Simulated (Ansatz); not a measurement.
The reference is Cs2AgBiBr6 (space group Fm-3m, No. 225).

```cif
data_AgBiBr6Cs2
_chemical_formula_sum 'Cs2 Ag1 Bi1 Br6'
_space_group_name_H-M_alt 'P 1'
_space_group_IT_number 1
_cell_length_a 8.02136
_cell_length_b 8.02136
_cell_length_c 8.02136
_cell_angle_alpha 60.000
_cell_angle_beta 60.000
_cell_angle_gamma 60.000
loop_
_space_group_symop_operation_xyz
  'x, y, z'
loop_
_atom_site_label
_atom_site_type_symbol
_atom_site_fract_x
_atom_site_fract_y
_atom_site_fract_z
_atom_site_occupancy
Cs1 Cs 0.25000 0.25000 0.25000 1
Cs2 Cs 0.75000 0.75000 0.75000 1
Ag1 Ag 0.50000 0.50000 0.50000 1
Bi1 Bi 0.00000 0.00000 0.00000 1
Br1 Br 0.74811 0.25189 0.25189 1
Br2 Br 0.25189 0.74811 0.74811 1
Br3 Br 0.25189 0.74811 0.25189 1
Br4 Br 0.74811 0.25189 0.74811 1
Br5 Br 0.25189 0.25189 0.74811 1
Br6 Br 0.74811 0.74811 0.25189 1
```

Level of theory: r2SCAN, PAW, 500 eV (Ansatz, a first-principles code; spin-orbit coupling left out), earlier PAW set.

Base values:

The hole mass is 0.20 mₑ along k, 0.76 mₑ across (at X) and the band gap comes out as 1.67 eV. The electron mass comes out as 0.36 mₑ along k, 0.27 mₑ across (at L) and the smallest direct gap comes out as 2.70 eV. The lattice parameter a is 1134.4 pm.

Now apply this change: a hydrostatic pressure of 45 GPa.

**Question.** What happens to the hole mass, band gap, electron mass, smallest direct gap and lattice parameter a?

**Answer.** The hole mass goes from 0.20 mₑ along k, 0.76 mₑ across (at X) to 0.073 mₑ along k, 0.34 mₑ across (at X); the band gap shrinks by 1.41 eV (1.67 eV → 0.26 eV); the electron mass becomes 0.39 mₑ along k, 0.24 mₑ across (at L) (base: 0.36 mₑ along k, 0.27 mₑ across (at L)); the smallest direct gap drops by 0.66 eV, from 2.70 eV to 2.04 eV; the lattice parameter a decreases by 174.2 pm to 960.2 pm.

With Bi present, leaving out spin-orbit coupling can change the band edges. Load acts through the strain it causes; cell and atoms are relaxed under it. Masses are band curvatures over ±0.01 Å⁻¹ around the edge. Along k means along the line from Γ to the band edge. Stability against distortions was not tested. Competing high-pressure phases were not computed. The zero or small gap of Cs2AgBiBr6 under pressure 45 GPa can change with the level of theory.
